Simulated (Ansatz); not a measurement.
The reference is CdSe in the wurtzite structure (space group P6_3mc, No. 186; a = 4.302 Å, c = 7.021 Å). Axes: x lies along a and z along c of the hexagonal cell.

Structures relaxed with Kohn–Sham DFT with the PBEsol functional, run in Ansatz (a first-principles code) with PAW and 420 eV plane waves, no SOC, earlier PAW set.

Base:

Simulated powder pattern, Cu Kα1, λ = 1.54056 Å (kinematic, ideal powder, no thermal factors, no anomalous dispersion; the 14 strongest lines at most, above 2 %, up to 2θ = 90°):

| 2θ (°) | I/Imax (%) | hkl |
|---|---|---|
| 23.86 | 100 | (100) |
| 25.35 | 60 | (002) |
| 27.07 | 75 | (101) |
| 35.09 | 38 | (102) |
| 41.97 | 88 | (110) |
| 45.74 | 87 | (103) |
| 48.85 | 14 | (200) |
| 49.67 | 55 | (112) |
| 50.66 | 13 | (201) |
| 63.81 | 31 | (203) |
| 71.78 | 22 | (105) |
| 76.67 | 14 | (300) |
| 79.34 | 33 | (213) |
| 86.77 | 14 | (205) |

Now apply this change: strain tensor (xx, yy, zz, yz, xz, xy) = (+1.32, −0.71, +0.32, −0.17, +1.52, −2.05) %, atoms relaxed at fixed cell.

### Question
How do the reflections move or split?

### Answer

Simulated powder pattern, Cu Kα1, λ = 1.54056 Å (kinematic, ideal powder, no thermal factors, no anomalous dispersion; the 14 strongest lines at most, above 2 %, up to 2θ = 90°):

```
2θ (°)  I/Imax (%)       hkl
------  ----------  --------
23.26           53  (1 -1 0)
24.05           57     (010)
24.12           57     (100)
25.28          100     (002)
26.83           23  (-1 1 1)
41.32           51  (1 -2 0)
41.44           50  (2 -1 0)
42.86           46     (110)
44.72           26  (1 -1 3)
45.26           24     (103)
45.70           24  (0 1 -3)
45.81           24     (013)
45.89           25  (-1 1 3)
46.31           23  (1 0 -3)
```

The indices refer to the base's conventional cell; one index is shown for lines that coincide. The space group is now P1 (No. 1).

Stability against distortions was not tested.
